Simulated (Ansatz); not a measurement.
**Short convergence ladders for the (001) slab of Lu3GaC (cut from a parent of space group no. 221; 10 atoms in the cell)**

```xyz
10
Lattice="4.6998 0.0000 0.0000 0.0000 4.6998 0.0000 0.0000 0.0000 21.0497" Properties=species:S:1:pos:R:3 pbc="T T T"
Lu     2.3499     0.0000     9.3499
Lu     0.0000     2.3499     9.3499
Lu     0.0000     0.0000     7.0000
Ga     2.3499     2.3499     7.0000
C      0.0000     0.0000     9.3499
Lu     2.3499     0.0000    14.0497
Lu     0.0000     2.3499    14.0497
Lu     0.0000     0.0000    11.6998
Ga     2.3499     2.3499    11.6998
C      0.0000     0.0000    14.0497
```

Base method: LDA (PW92), default PAW files made with PBE (plane waves; Ansatz, a first-principles code).

Base settings: basis.ecutwfc = 30.9 Ry; kpoints.mp_grid.grid = 3 3 1; hamiltonian.xc = lda; hamiltonian.pseudopotentials = {kind: paw} (the program's default PAW files); scf.occupations.method = fermi_dirac; scf.occupations.width = 0.0073 Ry.

The count of work is k-points × plane waves × bands × iterations; it is no time. 

**The vacuum with a dipole correction**

In this ladder: efield.axis = 3; efield.dipole_correction = true.

The mesh stays at the base's, so the ladder's end is converged at best in this setting alone.

Only quantities that move along the ladder and can be compared are tabulated.

| vacuum between outermost atoms (Å) | free energy less the last step's (meV/atom) | largest difference of a force vector from the last step's (eV/Å) | count of work / last |
|---|---|---|---|
| 6.0 | -8.76 | 0.150 | 0.44 |
| 8.0 | -0.69 | 0.014 | 0.56 |
| 10.0 | -0.07 | 0.001 | 0.63 |
| 14.0 | 0.00 | 0.000 | 0.78 |
| 20.0 | 0.00 | 0.000 | 1.0 |

Smallest vacuum between outermost atoms (Å) that holds the free energy within 2 meV/atom of the last step, with all finer ones: 8.0; the step before is off by 8.8 meV/atom.

Smallest vacuum between outermost atoms (Å) that holds the forces within 0.01 eV/Å of the last step, with all finer ones: 10.0; the step before is off by 0.014 eV/Å.

**The plane-wave cutoff**

The mesh stays at the base's, so the ladder's end is converged at best in this setting alone.

Only quantities that move along the ladder and can be compared are tabulated.

| basis.ecutwfc | free energy less the last step's (meV/atom) | largest difference of a force vector from the last step's (eV/Å) | count of work / last |
|---|---|---|---|
| 15.4 Ry | 4830.66 | 0.119 | 0.14 |
| 18.4 Ry | 861.86 | 0.112 | 0.16 |
| 21.7 Ry | 99.98 | 0.008 | 0.21 |
| 26.1 Ry | 11.07 | 0.014 | 0.30 |
| 30.9 Ry | 1.78 | 0.002 | 0.39 |
| 37.1 Ry | 0.44 | 0.000 | 0.47 |
| 46.3 Ry | 0.20 | 0.000 | 0.71 |
| 61.7 Ry | 0.00 | 0.000 | 1.0 |

Coarsest basis.ecutwfc that holds the free energy within 1 meV/atom of the last step, with all finer ones: 37.1 Ry; the step before is off by 1.8 meV/atom.

Coarsest basis.ecutwfc that holds the forces within 0.005 eV/Å of the last step, with all finer ones: 30.9 Ry, at 0.39 of the last step's count of work; the step before is off by 0.014 eV/Å.

On the base run: the starting cell comes from a database of computed structures (which also holds hypothetical and non-ambient phases and stackings), without a prior relaxation at this level. The slab is cut from that crystal, and its faces are unrelaxed. Its lattice was rescaled by up to half a per cent. Spin polarisation is off, though cut faces can carry moments; the slab shows no gap. In the base run, forces exceed 1 eV/Å. Without a gap this mesh is coarse (it stands for a supercell whose shortest in-plane vector is 14 Å).

Keys are those of Ansatz 0.2.
